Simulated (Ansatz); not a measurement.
Here is the system:

```yaml
crystal:
  lattice:
    - [0.00000, 2.41904, 2.40694]
    - [2.41904, 0.00000, 2.40694]
    - [2.41904, 2.41904, 0.00000]
  atoms:
    - { symbol: Be, position: [0.00000, 0.00000, 0.00000] }
    - { symbol: S, position: [0.25000, 0.25000, 0.25000] }
```

No spin polarisation.

Computed with Kohn–Sham DFT with the PBEsol functional, run in Ansatz (a first-principles code) with PAW and 420 eV plane waves, spin-orbit coupling left out. k-mesh 12×12×12 (Γ-centred); smearing 0.05 eV (Fermi–Dirac).

Estimate the valence-band top at Γ (three highest levels, from the VBM).

0.00, -0.03, -0.03 eV.

Estimate the pressure (mean of the normal stresses, compression positive).

0.49 GPa.

The levels and masses belong to the bands next to the band gap. The cells carry an imposed strain or load. Stability against distortions was not tested. The cell was made from BeS in the zinc blende structure (space group F-43m, No. 216) by this change: uniaxial strain ε_zz = −0.50 %.
